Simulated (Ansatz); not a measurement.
Defect calculation: Au on the Si site + Fe interstitial in silicon

Level of theory: PBE, PAW (plane waves to 420 eV; Ansatz, an electronic-structure program). Cell: 64 sites, 2×2×2; final energies on a 2×2×2 shifted mesh. Sites at the start: the Si site; void 2.37 Å away. Charged cells carry a point-charge image correction with potential alignment at far atoms. Dielectric constants: PBE linear response of the host. Host gap at this level: 0.61 eV. Finite-size and sampling errors can reach tenths of an eV here. PBE underestimates the host's gap, which shifts levels and can delocalise carriers. Spin–orbit coupling is left out, which matters for these heavy elements, and no Hubbard U is applied to the open shells. Each state is the lowest found from its start.

```json
[
 {"charge": "+1†", "moment (μB)": "2.0", "largest move off a lattice site (Å)": "0.18", "image correction with alignment (eV)": "0.45", "above the lowest spin state (eV)": "0.00"},
 {"charge": "+1†", "moment (μB)": "not spin-polarised", "largest move off a lattice site (Å)": "0.25", "image correction with alignment (eV)": "0.44", "above the lowest spin state (eV)": "0.24"},
 {"charge": "0†", "moment (μB)": "fractional", "largest move off a lattice site (Å)": "0.17", "image correction with alignment (eV)": "0.00", "above the lowest spin state (eV)": "0.00"},
 {"charge": "0†", "moment (μB)": "fractional", "largest move off a lattice site (Å)": "0.17", "image correction with alignment (eV)": "0.00", "above the lowest spin state (eV)": "0.00"},
 {"charge": "−1†", "moment (μB)": "fractional", "largest move off a lattice site (Å)": "0.17", "image correction with alignment (eV)": "-0.23", "above the lowest spin state (eV)": "0.00"},
 {"charge": "−1†", "moment (μB)": "not spin-polarised", "largest move off a lattice site (Å)": "0.24", "image correction with alignment (eV)": "-0.23", "above the lowest spin state (eV)": "0.14"}
]
```

† Not settled in this cell, so no level is given: charge +1: carriers not clearly localised; charge 0: fractional moment, a level filled in part, carriers not clearly localised; charge −1: fractional moment, a level filled in part, carriers not clearly localised, level within 0.1 eV of a band edge or past it.

Starting moments that weren't kept: charge +1 began with 4 μB and ended with 2.0; charge 0 began with 5 μB and ended with 2.3; charge 0 began with 1 μB and ended with 2.3; charge −1 began with 4 μB and ended with 1.5.

Flagged in the runs: a doubtful potential alignment, a strain field that reaches the edge of the cell.
